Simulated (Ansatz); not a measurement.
**Response to strain in Cu**

Consider Cu in the fcc (Cu type) structure (space group Fm-3m, No. 225; a = 3.563 Å; relaxed with 0.1 eV smearing). Axes: x, y, z lie along the cube axes.

Strains are applied to the cell and any free atomic positions relax; under biaxial strain the out-of-plane vector relaxes too.

Level of theory: PBEsol, PAW, 420 eV (Ansatz, an electronic-structure program; no spin-orbit coupling), earlier PAW set.

Notes on the quantities. energy relative to the base: free energy F; pressure: mean of the normal stresses, compression positive.

| variant | energy relative to the base | pressure | space group | shortest interatomic distance |
|---|---|---|---|---|
| base | 0 meV/atom | 0.0 GPa | Fm-3m (No. 225) | 2.520 Å |
| biaxial strain −1.00 %, plane normal [001], relaxed out of plane | +1.1 meV/atom | 1.1 GPa | I4/mmm (No. 139) | 2.495 Å |
| biaxial strain −4.77 %, plane normal [111], relaxed out of plane | +64 meV/atom | 14.2 GPa | R-3m (No. 166) | 2.400 Å |
| biaxial strain −3.29 %, plane normal [111], relaxed out of plane | +29 meV/atom | 8.9 GPa | R-3m (No. 166) | 2.437 Å |
| biaxial strain −0.98 %, plane normal [111], relaxed out of plane | … | … | R-3m (No. 166) | 2.495 Å |
| isotropic strain −0.74 % | +3.0 meV/atom | 3.9 GPa | Fm-3m (No. 225) | 2.501 Å |
| uniaxial strain ε_xx = −1.50 % | +1.7 meV/atom | 2.6 GPa | I4/mmm (No. 139) | 2.501 Å |
| uniaxial strain ε_zz = −2.20 % | +3.7 meV/atom | 4.0 GPa | I4/mmm (No. 139) | 2.492 Å |
| uniaxial strain ε_zz = −0.54 % | +0.2 meV/atom | 0.9 GPa | I4/mmm (No. 139) | 2.513 Å |
| tensor shear ε_xy = +2.89 % | +11 meV/atom | 0.6 GPa | Immm (No. 71) | 2.447 Å |

Problem. Complete the table.

Solution. 
- biaxial strain −0.98 %, plane normal [111], relaxed out of plane, energy relative to the base: +2.3 meV/atom
- biaxial strain −0.98 %, plane normal [111], relaxed out of plane, pressure: 2.3 GPa

Whether these cells are dynamically stable was not tested. The final runs are not spin-polarised.
